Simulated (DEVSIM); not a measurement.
## GaN p-n junction from an implanted or diffused profile

System: GaN p-n junction from an implanted or diffused profile, at 250 K.

```csv
layer (left to right),material,thickness (μm),Nd (cm⁻³),τn (s),τp (s)
1,GaN,12.0,6.3e15,5.3e-10,1.6e-9
```

Added acceptor profile: 1.9e17 cm⁻³ × exp(−(x − 0.027 μm)²/(2·(0.048 μm)²)). Left contact: ohmic. Right contact: ohmic. Voltage is applied to the left contact. Recombination: SRH at mid-gap. Mobility is constant in doping.

Constants are typed, rounded textbook-type inputs, not results; the design itself was drawn at random and stands for no fabricated device. Values at 300 K; Nc and Nv go as T^1.5, mobilities as T to minus their exponent, the gap by Varshni's rule with the affinity fixed.

| parameter | GaN |
|---|---|
| gap (eV) | 3.43 |
| affinity (eV) | 4.1 |
| permittivity | 9.5 |
| Nc (cm⁻³) | 2.3e18 |
| Nv (cm⁻³) | 4.6e19 |
| μn (cm²/Vs) | 1200 |
| μp (cm²/Vs) | 100 |
| T exponent of μn | 1.5 |
| T exponent of μp | 2 |
| Varshni α (eV/K) | 0.00091 |
| Varshni β (K) | 830 |

Simulated with DEVSIM: 1D drift-diffusion, Boltzmann statistics, complete ionisation; no tunnelling, impact ionisation, image-force lowering or self-heating.

```json
{
 "potential_step_across_the_device_at_zero_bias": "3.212 V",
 "Dark forward voltage at 1 A/cm²": "3.024 V",
 "Dark forward voltage at 100 A/cm²": "3.202 V"
}
```

Small-signal capacitance in reverse bias (quasi-static):

```tsv
V (V)	C (nF/cm²)
-0.2	10.8
-0.5	10.4
-1	9.77
-1.5	9.24
-2	8.79
-3	8.06
-4	7.49
-5	7.02
-6.5	6.46
-8	6.02
-10	5.55
```

Dark forward current:

(V (V), J (A/cm²)): (1.80, 2.7e-14); (1.90, 2.9e-13); (2.00, 3.1e-12); (2.10, 3.3e-11); (2.20, 3.5e-10); (2.30, 3.8e-9); (2.40, 4.1e-8); (2.45, 1.4e-7); (2.55, 1.5e-6); (2.65, 1.7e-5); (2.75, 0.00020); (2.85, 0.0026); (2.95, 0.057); (3.05, 2.8); (3.15, 50); (3.25, 160); (3.35, 280); (3.45, 420); (3.55, 560); (3.65, 720); (3.75, 870); (3.80, 950); (3.90, 1100); (4.00, 1300); (4.10, 1500); (4.20, 1700); (4.30, 1900); (4.40, 2000)
